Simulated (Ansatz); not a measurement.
The reference is Al in the fcc (Cu type) structure (space group Fm-3m, No. 225; a = 4.0408 Å; relaxed with 0.1 eV smearing).

Calculations: Kohn–Sham DFT with the PBE functional, run in Ansatz (an electronic-structure program) with PAW and 420 eV plane waves, no SOC, earlier PAW set.

Before the change:

The pressure comes out as 0.0 GPa.

Now apply this change: the cell is scaled by 0.9835 in all directions, atoms relaxed at fixed cell.

Problem. What does the calculation give for the pressure after the change?

Solution. The pressure goes from zero to 4.3 GPa.

Problem. Estimate the effect on the energy relative to the base.

Solution. The energy rises by 10 meV/atom.

The cells carry an imposed strain or load. No phonon test of stability was made.
